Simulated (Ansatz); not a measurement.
We consider GdIn3 (Pm-3m, No. 221; cell taken from a computed entry), described by r²SCAN in Ansatz (plane waves, PAW).

Run with plane-wave cutoff 500 eV, 12×12×12 k mesh, Fermi–Dirac smearing 0.1 eV, spin-polarised start, scalar-relativistic PAW data made under PBE.

Computed at the level's own relaxed cell.

### Question
Predict the volume per atom.

### Answer

* **volume per atom**: 24.85 Å³/atom

Note: the magnetic order was assumed, not searched for or taken from measurement; the relaxation could not lower the start's symmetry, so the cell can be a saddle point above a distorted one; the 4f shell is treated without U or exact exchange, so its levels and filling can be wrong.

Spin–orbit coupling is not included.

Computed values are for the static lattice.

Ansatz is a first-principles code.
